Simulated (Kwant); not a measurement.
System: GaN/Al0.2Ga0.8N stack with 1 barrier. One parabolic valley. Leads of mass 0.2 mₑ with the band edge at 0; grid 0.1 nm; bias 0 V, dropping linearly over the stack.

| layer | thickness (nm) | band offset (eV) | mass (mₑ) |
|---|---|---|---|
| 1 | 3.3 | 0.35 | 0.22 |

The device is made up for the run: typed textbook-type constants, with dimensions and the other settings drawn at random.

Computed with Kwant: one-band effective-mass tight-binding model in one dimension, coherent, no space charge.

Problem. Work out the transmission below the barrier top from T = 1/(1 + ((ζ + 1/ζ)/2)² sinh²(κa)), ζ = (k/m_lead)/(κ/m_barrier).

Solution. E = 0.05474 eV: k = 0.5360 nm⁻¹, κ = 1.306 nm⁻¹, ζ = 0.4516, T = 0.000407. The simulation gives 0.000411, the same within the digits that matter. E = 0.1475 eV: k = 0.8798 nm⁻¹, κ = 1.081 nm⁻¹, ζ = 0.8950, T = 0.00314. The simulation gives 0.00315, the same within the digits that matter. E = 0.227 eV: k = 1.091 nm⁻¹, κ = 0.8429 nm⁻¹, ζ = 1.424, T = 0.0135. The simulation gives 0.0135, the same within the digits that matter. What differs comes from the grid.
